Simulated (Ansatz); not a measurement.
The starting structures come from a database of crystals and need not be the phases stable at ambient conditions.

**Evanescent states of BaTe (Fm-3m, rock salt, not sure to be the ambient phase, 2 atoms a cell, 44.5 Å³ an atom) along the normal of (111)**

Computed with r2SCAN (plane waves, PAW; Ansatz, an electronic-structure program).

The gap is the functional's own. No spin-orbit coupling. Mid-gap values are interpolated on the energy grid.

Energies count from the valence-band top; κ is the least over a 12×12 mesh across the current.

| E (eV) | κ (1/Å) | where |
|---|---|---|
| 0.06 | 0.061 | Γ |
| 0.17 | 0.103 | Γ |
| 0.28 | 0.129 | Γ |
| 0.39 | 0.149 | Γ |
| 0.49 | (withheld) | Γ |
| 0.60 | (withheld) | Γ |
| 0.71 | (withheld) | Γ |
| 0.82 | (withheld) | Γ |
| 0.94 | (withheld) | Γ |
| 1.04 | (withheld) | Γ |
| 1.16 | (withheld) | Γ |
| 1.26 | (withheld) | Γ |
| 1.38 | (withheld) | Γ |
| 1.49 | (withheld) | off Γ |
| 1.59 | 0.191 | off Γ |
| 1.71 | 0.169 | off Γ |
| 1.81 | 0.140 | off Γ |
| 1.93 | 0.098 | off Γ |

### Question
Fill in the missing entries.

### Answer

- 0.49, κ (1/Å): 0.165
- 0.60, κ (1/Å): 0.178
- 0.71, κ (1/Å): 0.189
- 0.82, κ (1/Å): 0.197
- 0.94, κ (1/Å): 0.204
- 1.04, κ (1/Å): 0.210
- 1.16, κ (1/Å): 0.215
- 1.26, κ (1/Å): 0.218
- 1.38, κ (1/Å): 0.221
- 1.49, κ (1/Å): 0.209
